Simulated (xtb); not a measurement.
xtb 6.7.1, GFN2-xTB: [CH3][Ge]([CH3])([CH3])[O][SiH2][O][Ge]([CH3])([CH3])[CH3], 31 atoms. The geometry is a generated start, not checked to be a minimum at this level.

| Quantity | Value |
|---|---|
| run flags | --grad |
| method | GFN2-xTB |
| --acc | 1 (default) |
| --etemp (K) | 300 (default) |
| basis functions | 82 |
| valence electrons | 68 |

One run each on 1 thread. Values of broydamp tried: 0.02, 0.05, 0.1, 0.2, 0.4 (default), 0.6, 0.8, 1.

Which value of broydamp needs the fewest SCC iterations, and what happens away from it?

Fewest SCC iterations: 0.4 (default) with 14. The count rises to 24 at 0.02. All converge to one solution.

```
broydamp       SCC iterations            end
-------------  --------------  -------------
0.02                       24  same solution
0.05                       21  same solution
0.1                        18  same solution
0.2                        16  same solution
0.4 (default)              14  same solution
0.6                        16  same solution
0.8                        18  same solution
1                          20  same solution
```
